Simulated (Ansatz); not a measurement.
Consider BaBiO3 in the cubic perovskite structure (space group Pm-3m, No. 221; a = 4.355 Å; a cell from a computed database, its experimental status unchecked). Axes: x, y, z lie along the cube axes.

Level of theory: DFT with PBEsol, PAW potentials and a 420 eV plane-wave cutoff in Ansatz (an electronic-structure program), without spin-orbit coupling.

For the base:

| Item | Value |
|---|---|
| Pressure | 0.0 GPa |

Now apply this change: uniaxial strain ε_xx = −3.45 %, all other strain components held at zero, atoms relaxed at fixed cell.

Problem. What happens to the pressure and energy relative to the base?

Solution. The pressure (mean of the normal stresses, compression positive) goes from zero to 4.8 GPa; the energy rises by 16 meV/atom.

Without a gap, meshes like the base's 11×11×11 leave anisotropic stresses uncertain by several tenths of a GPa, and small strain energies with them. Stability against distortions was not tested. The final runs are not spin-polarised. An odd electron count without spin: BaBiO3. Many cubic perovskites are stable only at high temperature; tilts and polar distortions were not tested.
